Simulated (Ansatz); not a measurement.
An Ansatz (an electronic-structure program) input (Kohn–Sham DFT with the PBE functional, run in Ansatz with PAW and 420 eV plane waves, without spin-orbit coupling, earlier PAW set):

Ansatz 0.2 input:
```yaml
crystal:
  lattice:
    - [3.8578462611, 0, 0]
    - [-1.9289231306, 3.340992866, 0]
    - [0, 0, 6.6663089272]
  atoms:
    - { symbol: Sb, position: [0.3333333333, 0.6666666667, 0.2240816263] }
    - { symbol: Sb, position: [0.6666666667, 0.3333333333, 0.7759183737] }
    - { symbol: Be, position: [0, 0, 0] }
    - { symbol: Be, position: [0.3333333333, 0.6666666667, 0.5848093791] }
    - { symbol: Be, position: [0.6666666667, 0.3333333333, 0.4151906209] }
basis: { ecutwfc: 420, ecutrho_ratio: 4, xc_grid: 2, fft_grid_basis: typed }
kpoints: { mp_grid: { grid: [14, 14, 7] } }
hamiltonian:
  xc: pbe
  dispersion: none
  pseudopotentials: { azcp: { folder: ./paw }, kind: paw }
scf: { occupations: { method: fermi_dirac, width: 0.05 }, convergence: { dr2_threshold: 0.0000000005 } }
output: { forces: true, stress: true }
checkpoint: { write: state.ck, write_every: 1000 }
```

Task: Which symmetry and how many k-points will the program report, and about how many plane waves at Γ?

Result: Space group P-3m1 (ITA 164) with 12 operations, k-points 144 of 1372, and 1655 plane waves at Γ.

No phonon test of stability was made. The final runs are not spin-polarised. The cell was made from Mg3Sb2 by this change: Mg → Be; the result is a hypothetical phase, not in the database extracts checked.
